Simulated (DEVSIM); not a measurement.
System: abrupt GaAs p-n junction, at 300 K.

```
layer (left to right)  material  thickness (μm)  Nd (cm⁻³)  Na (cm⁻³)   τn (s)   τp (s)
---------------------  --------  --------------  ---------  ---------  -------  -------
1                          GaAs           0.410          -     3.1e15  8.7e-10  8.7e-10
2                          GaAs           0.730     2.2e17          -  8.7e-10  8.7e-10
```

Left contact: ohmic. Right contact: ohmic. Voltage is applied to the left contact. Recombination: SRH at mid-gap, radiative. Mobility is μmin + (μ − μmin)/(1 + (N/Nref)^α).

Constants are typed, rounded textbook-type inputs, not results; the design itself was drawn at random and stands for no fabricated device. Values at 300 K.

| parameter | GaAs |
|---|---|
| gap (eV) | 1.424 |
| affinity (eV) | 4.07 |
| permittivity | 12.9 |
| Nc (cm⁻³) | 4.7e17 |
| Nv (cm⁻³) | 9e18 |
| μn (cm²/Vs) | 8500 |
| μp (cm²/Vs) | 400 |
| μn,min | 500 |
| μp,min | 20 |
| Nref,n | 6e16 |
| Nref,p | 1.5e17 |
| αn | 0.39 |
| αp | 0.38 |
| B (cm³/s) | 2e-10 |

Model (solved in DEVSIM): 1D drift-diffusion, Boltzmann statistics, complete ionisation; no tunnelling, impact ionisation, image-force lowering or self-heating.

Q: Tabulate band edges, carrier densities and field at zero bias.

A: Energies count from the Fermi level of the right contact; mesh points crowd at the junctions.

| x (μm) | Ec (eV) | Ev (eV) | n (cm⁻³) | p (cm⁻³) | field (V/cm) |
|---|---|---|---|---|---|
| 0.000 | 1.218 | -0.206 | < 1e2 | 3.1e15 | -20000 |
| 0.01325 | 1.192 | -0.232 | < 1e2 | 1.1e15 | -20000 |
| 0.03513 | 1.147 | -0.277 | < 1e2 | 2.0e14 | -21000 |
| 0.06541 | 1.083 | -0.341 | < 1e2 | 1.7e13 | -22000 |
| 0.1375 | 0.914 | -0.510 | 210 | 2.4e10 | -25000 |
| 0.2132 | 0.711 | -0.713 | 530000 | 9600000 | -28000 |
| 0.2917 | 0.475 | -0.949 | 4.9e9 | 1000 | -32000 |
| 0.3524 | 0.274 | -1.150 | 1.2e13 | < 1e2 | -34000 |
| 0.3801 | 0.177 | -1.247 | 5.0e14 | < 1e2 | -36000 |
| 0.4002 | 0.104 | -1.320 | 8.3e15 | < 1e2 | -37000 |
| 0.4120 | 0.059 | -1.365 | 4.8e16 | < 1e2 | -34000 |
| 0.4354 | 0.023 | -1.401 | 1.9e17 | < 1e2 | -4100 |
| 0.4620 | 0.020 | -1.404 | 2.2e17 | < 1e2 | -240 |
| 0.5070 | 0.020 | -1.404 | 2.2e17 | < 1e2 | ≈ 0 |
| 0.6016 | 0.020 | -1.404 | 2.2e17 | < 1e2 | ≈ 0 |
| 0.7146 | 0.020 | -1.404 | 2.2e17 | < 1e2 | ≈ 0 |
| 0.8664 | 0.020 | -1.404 | 2.2e17 | < 1e2 | ≈ 0 |
| 0.9689 | 0.020 | -1.404 | 2.2e17 | < 1e2 | ≈ 0 |
| 1.059 | 0.020 | -1.404 | 2.2e17 | < 1e2 | ≈ 0 |
| 1.095 | 0.020 | -1.404 | 2.2e17 | < 1e2 | ≈ 0 |
| 1.121 | 0.020 | -1.404 | 2.2e17 | < 1e2 | ≈ 0 |
| 1.140 | 0.020 | -1.404 | 2.2e17 | < 1e2 | ≈ 0 |
